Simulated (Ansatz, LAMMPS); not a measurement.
Ge well of 13 atomic layers along [001] in random Si0.2Ge0.8, interfaces one step of a layer. Cell 17.11 × 17.11 × 57.39 Å, Si92Ge628, 720 atoms. Prepared with Tersoff's 1989 multicomponent potential (SiCGe.tersoff) (LAMMPS): minimisation. 

Basis: localised support functions (accuracy medium) on a full density matrix. k-points: zone centre alone; occupations: Fermi-Dirac, 0.010 eV; spin polarisation not allowed. Scalar-relativistic, no spin-orbit coupling.

**Question.** What gap and bonding does PBE, support functions at accuracy medium on the grid of 370 eV run with Ansatz (a program for electronic structure) give?

**Answer.** 
* **electronic character of the cell**: no gap resolved at this smearing
* **coordination (neighbours within 2.972 Å)**: 100.0 % 4-fold
* **Ge-Ge bonds, mean ± spread**: 2.487 ± 0.006 Å
* **Ge-Si bonds, mean ± spread**: 2.440 ± 0.007 Å
* **Si-Si bonds, mean ± spread**: 2.392 ± 0.008 Å
* **bond angles, mean ± spread**: 109.5° ± 0.9°
* **pressure**: 0.21 GPa
